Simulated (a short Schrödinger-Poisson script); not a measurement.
Stack: gated Al0.3Ga0.7As/GaAs modulation-doped gas, at 300 K.

| layer | material | thickness (nm) | Nd (cm⁻³) | Na (cm⁻³) |
|---|---|---|---|---|
| 1 | Al0.3Ga0.7As | 15 | - | - |
| 2 | Al0.3Ga0.7As | 10 | 2.5e18 | - |
| 3 | Al0.3Ga0.7As | 5 | - | - |
| 4 | GaAs | 6000 | - | 5e15 |

Constants are typed, rounded textbook-type inputs, not results; the design itself was drawn at random and stands for no fabricated device. Al0.3Ga0.7As: permittivity 12.05, conduction-band edge (eV) 0.237, gap (eV) 1.798, electron mass (mₑ) 0.0919, Nv at 300 K (cm⁻³) 9e18. GaAs: permittivity 12.9, conduction-band edge (eV) 0, gap (eV) 1.424, Nv at 300 K (cm⁻³) 9e18.

Channel valleys (confinement mass, in-plane density-of-states mass, number): Γ 0.067, 0.067, 1. At the gate the conduction-band edge of layer 1 lies 0.99 eV − eVg above the Fermi level of the channel; the field vanishes at the back. Donor level 0.02 eV below the band edge. The barrier under the gate holds no holes. Gaps are held at their typed values at every temperature. Mesh 0.08 nm at interfaces.

From a short Schrödinger-Poisson script (our own, NumPy): 1D Poisson equation in equilibrium, electrons quantum, Hartree (BenDaniel-Duke, 40 states a valley, the channel's in-plane mass for all, wave functions free to enter the barrier), parabolic valleys, classical holes, donors ionised by Fermi statistics, acceptors fully, no traps, pinning or gate leakage.

The same stack at other levels of the model or other numerical settings:

| run | sheet density of all electrons at Vg = 0.5 V (cm⁻²) | sheet density of all electrons at Vg = 0 V (cm⁻²) | capacitance at Vg = 0.5 V (μF/cm²) | centroid of the channel electrons at Vg = 0.5 V (nm) | rough cost against the base |
|---|---|---|---|---|---|
| base | 5.45e11 | 1.50e9 | 0.410 | 6.90 | about 1 |
| electrons treated as classical, Boltzmann | … | 2.06e9 | 0.398 | 4.38 | 0.04 |
| electrons treated as classical, Fermi-Dirac | 5.89e11 | 2.06e9 | 0.403 | 5.36 | 0.2 |
| electrons treated as quantum, Hartree plus LDA exchange-correlation | … | 1.58e9 | 0.406 | 6.60 | 2 |
| mesh six times as coarse | 5.45e11 | 1.51e9 | 0.410 | 6.87 | 0.3 |
| one subband a valley | 5.14e11 | … | 0.412 | 5.12 | 0.3 |

### Question
Some entries are withheld; supply them.

### Answer

- one subband a valley, sheet density of all electrons at Vg = 0 V (cm⁻²): 1.08e9
- electrons treated as quantum, Hartree plus LDA exchange-correlation, sheet density of all electrons at Vg = 0.5 V (cm⁻²): 5.72e11
- electrons treated as classical, Boltzmann, sheet density of all electrons at Vg = 0.5 V (cm⁻²): 6.35e11

The classical rows ignore confinement, and Boltzmann statistics overrate the density once the band edge passes the Fermi level.
